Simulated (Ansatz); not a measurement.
## Effect of isotropic strain −2.50 % on Ba

Start from Ba in the bcc (W type) structure (space group Im-3m, No. 229; a = 4.882 Å; relaxed with 0.1 eV smearing).

The change: every lattice vector is shortened by 2.50 %; the atoms relax in the strained cell.

All numbers come from DFT with PBEsol, PAW potentials and a 420 eV plane-wave cutoff in Ansatz (a program for electronic structure), spin-orbit coupling left out. Settings: 19×19×19 k-points, 0.1 eV Fermi–Dirac smearing.

* **Volume per atom**: 53.92 Å³ (base 58.17 Å³)
* **Space group**: Im-3m (No. 229) (base Im-3m (No. 229))
* **Shortest interatomic distance**: 7.790 bohr (base 7.989 bohr)
* **Energy relative to the base (free energy F)**: +9.9 meV/atom
* **Pressure**: 0.8 GPa (base 0.0 GPa)
* **Band gap**: zero (base zero)

Final structure:

```
CELL_PARAMETERS angstrom
     -2.37992     2.37992     2.37992
      2.37992    -2.37992     2.37992
      2.37992     2.37992    -2.37992
ATOMIC_POSITIONS crystal
  Ba 0.00000 0.00000 0.00000
```

Stability against distortions was not tested.
